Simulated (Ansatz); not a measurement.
TaRu$_{3}$ (P-6m2): band-structure transport figures

```yaml
crystal:
  lattice:
    - [2.73641, 0.00000, 0.00000]
    - [-1.36820, 2.36980, 0.00000]
    - [0.00000, 0.00000, 8.89865]
  atoms:
    - { symbol: Ta, position: [0.00000, 0.00000, 0.00000] }
    - { symbol: Ru, position: [0.00000, 0.00000, 0.50000] }
    - { symbol: Ru, position: [0.66667, 0.33333, 0.26577] }
    - { symbol: Ru, position: [0.66667, 0.33333, 0.73423] }
```

Calculation: PBEsol, rigid bands (plane waves, PAW, scalar-relativistic; Ansatz, a first-principles code). How the cell was made: cell and atoms relaxed with PBEsol.

The density of states at the Fermi level comes out as 3.80 states/(eV·cell), both spins, the bare Sommerfeld coefficient is 2.2 mJ/(mol of atoms·K²) and the drude plasma energy is 6.9 (x), 6.9 (y), 4.4 (z) eV. The root-mean-square Fermi velocity is 4.7e5 m/s and the resistivity times τ is 10.2 (x), 10.2 (y), 26 (z) ×10⁻²² Ω·m·s.

A metal at this level (no band gap); rigid bands, thermally averaged at 300 K, both spins. Spin-orbit coupling is left out, which matters with elements this heavy. τ is one relaxation time for all states.

Computed structure with no diffraction record at hand here (it may be known, metastable or hypothetical): TaRu3 (P-6m2).
